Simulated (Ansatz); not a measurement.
Consider LaAs in the CsCl type structure (space group Pm-3m, No. 221; a = 3.743 Å; a hypothetical phase, not in the database extracts checked).

Structures relaxed with r2SCAN/PAW in Ansatz (an electronic-structure program), without spin-orbit coupling.

Base:

Simulated powder pattern, Cu Kα1, λ = 1.54056 Å (kinematic, ideal powder, no thermal factors, no anomalous dispersion; the 10 strongest lines at most, above 2 %, up to 2θ = 90°):

```csv
2θ (°),I/Imax (%),hkl
23.75,8.6,(100)
33.84,100,(110)
41.76,2.6,(111)
48.60,18,(200)
54.79,3.5,(210)
60.54,37,(211)
71.19,11,(220)
81.19,16,(310)
```

After one change:

Simulated powder pattern, Cu Kα1, λ = 1.54056 Å (kinematic, ideal powder, no thermal factors, no anomalous dispersion; the 10 strongest lines at most, above 2 %, up to 2θ = 90°):

```json
[
 {"2θ (°)": "24.59", "I/Imax (%)": "8.7"},
 {"2θ (°)": "35.06", "I/Imax (%)": "100"},
 {"2θ (°)": "43.29", "I/Imax (%)": "2.6"},
 {"2θ (°)": "50.42", "I/Imax (%)": "18"},
 {"2θ (°)": "56.87", "I/Imax (%)": "3.4"},
 {"2θ (°)": "62.88", "I/Imax (%)": "36"},
 {"2θ (°)": "74.08", "I/Imax (%)": "11"},
 {"2θ (°)": "84.67", "I/Imax (%)": "16"}
]
```

### Question
Which change produced these results?
A) pressure 9 GPa
B) pressure 15 GPa
C) pressure 2.1 GPa
D) pressure 22.5 GPa

### Answer
A, pressure 9 GPa. Its volume per atom is 23.66 Å³ against 26.23 Å³, and its space group is Pm-3m (No. 221).

Load acts through the strain it causes; cell and atoms are relaxed under it. Stability against distortions was not tested. No other phases were tried under pressure. The final runs are not spin-polarised.
